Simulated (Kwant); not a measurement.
Device: wire with an antidot in a GaAs two-dimensional gas. Effective mass 0.067 mₑ, grid spacing 5 nm, hard walls, nominal width 150 nm (29 grid rows, so walls 150 nm apart), one parabolic valley, scattering region 450 nm long along x; energies count from the band bottom; Fermi energy 0.00684 eV. Hard-wall hole of radius 21 nm, 15 nm off the axis. Perpendicular field swept from 0 to 0.92 T, also in the leads; orbital effect alone.

The device is made up for the run: typed textbook-type constants, with dimensions and the other settings drawn at random.

Kwant, effective-mass tight-binding model on a square grid, one spin, coherent transport at 0 K. Conductance is in e²/h.

Sweep values stay those of the base run.

The Fermi energy was swept, all else fixed.

```tsv
Fermi energy (eV)	G (e²/h) at B = 0.9200 T	G (e²/h) at B = 0.4533 T	mean G (e²/h) over the sweep	G (e²/h) at B = 0.2267 T
0.0034	1.06	1.49	1.42	1.53
0.0048	1.71	2.59	2.38	2.61
0.0058	2.12	2.86	2.85	2.96
0.00684	2.54	2.97	2.88	2.99
0.0082	2.99	3.00	3.00	3.02
0.01	3.01	3.46	3.43	3.49
0.014	4.50	4.56	4.56	4.59
```

From the first row to the last the G at B = 0.9200 T goes from 1.06 to 4.50. From the first row to the last the G at B = 0.4533 T goes from 1.49 to 4.56.
